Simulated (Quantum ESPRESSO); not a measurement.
Quantum ESPRESSO run on Pb (Im-3m, 1 atom in the cell): self-consistent single point.

Method: PBEsol, PseudoDojo standard norm-conserving (PBESOL) pseudopotentials (plane waves; Quantum ESPRESSO).

The change in words: lattice scaled by 0.98. Reference geometry:
```
Pb
1.0
   -1.97966     1.97966     1.97966
    1.97966    -1.97966     1.97966
    1.97966     1.97966    -1.97966
Pb
1
Direct
  0.00000   0.00000   0.00000
```

Reference input (self-consistent single point, DFT, PBEsol, plane waves, PseudoDojo standard norm-conserving (PBESOL) pseudopotentials): ecutwfc = 65 Ry; occupations = smearing; smearing = fermi-dirac; degauss = 0.0073499 Ry; potentials = {Pb: Pb.upf}; K_POINTS = automatic 15 15 15 0 0 0; conv_thr = 1e-11 Ry. This run's input differs from it in these lines:

```diff
@@ -10,3 +10,3 @@
  ibrav = 0,
- celldm(1) = 6.4796284327,
+ celldm(1) = 6.3500365187,
  nat = 1,
```

Output (repeated stretches shortened):

```
     Self-consistent Calculation

     iteration #  1     ecut=    65.00 Ry     beta= 0.70

---- Real-time Memory Report at c_bands before calling an iterative solver
            84 MiB given to the printing process from OS
            49 MiB allocation reported by mallinfo(arena+hblkhd)
------------------

     Threshold (ethr) on eigenvalues was too large:
     Diagonalizing with lowered threshold

---- Real-time Memory Report at c_bands before calling an iterative solver
            85 MiB given to the printing process from OS
            49 MiB allocation reported by mallinfo(arena+hblkhd)
------------------

   [... lines left out ...]

---- Real-time Memory Report at c_bands before calling an iterative solver
            92 MiB given to the printing process from OS
            55 MiB allocation reported by mallinfo(arena+hblkhd)
------------------

     total energy              =    -139.55025558 Ry
     estimated scf accuracy    <          1.1E-11 Ry

     iteration #  8     ecut=    65.00 Ry     beta= 0.70

---- Real-time Memory Report at c_bands before calling an iterative solver
            92 MiB given to the printing process from OS
            55 MiB allocation reported by mallinfo(arena+hblkhd)
------------------
     End of self-consistent calculation

     the Fermi energy is    11.7990 ev

!    total energy              =    -139.55025558 Ry
     estimated scf accuracy    <          5.1E-14 Ry
     smearing contrib. (-TS)   =      -0.00148396 Ry
     internal energy E=F+TS    =    -139.54877162 Ry

     convergence has been achieved in   8 iterations

     Forces acting on atoms (cartesian axes, Ry/au):

     atom    1 type  1   force =     0.00000000    0.00000000    0.00000000

     Total force =     0.000000     Total SCF correction =     0.000000

          total   stress  (Ry/bohr**3)                   (kbar)     P=       11.65
   0.00007919  -0.00000000  -0.00000000           11.65       -0.00       -0.00
  -0.00000000   0.00007919  -0.00000000           -0.00       11.65       -0.00
  -0.00000000  -0.00000000   0.00007919           -0.00       -0.00       11.65

   JOB DONE.
```

The run converged in 8 iterations. Against the reference run the free energy falls by 3.1 meV/atom and the pressure goes from -1.56 to 1.16 GPa.

The starting cell comes from a database of computed structures (which also holds hypothetical and non-ambient phases and stackings), without a prior relaxation at this level. For this run, on top of that: lattice scaled by 0.98.

Cost on one core of a shared machine: roughly 60 s.
